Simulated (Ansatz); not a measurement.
Input:

```yaml
crystal:
  lattice:
    - [0.00000, 2.26175, 2.26175]
    - [2.26175, 0.00000, 2.26175]
    - [2.26175, 2.26175, 0.00000]
  atoms:
    - { symbol: N, position: [0.75000, 0.75000, 0.75000] }
    - { symbol: Ga, position: [0.00000, 0.00000, 0.00000] }
```

No spin polarisation.

The values are results of PBE (Ansatz, an electronic-structure program; PAW; 420 eV plane waves; no spin-orbit coupling), earlier PAW set, not measurements. Settings: 12×12×12 k-points, 0.05 eV Fermi–Dirac smearing.

Task: What is the computed gap character?

Result: Direct at Γ.

Task: Predict the electron mass.

Result: 0.15 mₑ (at Γ).

Load acts through the strain it causes; cell and atoms are relaxed under it. Effective masses come from finite differences of ±0.01 Å⁻¹. No phonon test of stability was made. Tetrahedral semiconductors of this kind turn to denser phases somewhere between about 1 and 50 GPa; those were not computed, so compressed cells here can lie past the real transition. The cell was made from GaN in the zinc blende structure (space group F-43m, No. 216) by this change: pressure 3 GPa. This is not the structure that GaN has at room temperature and ambient pressure.
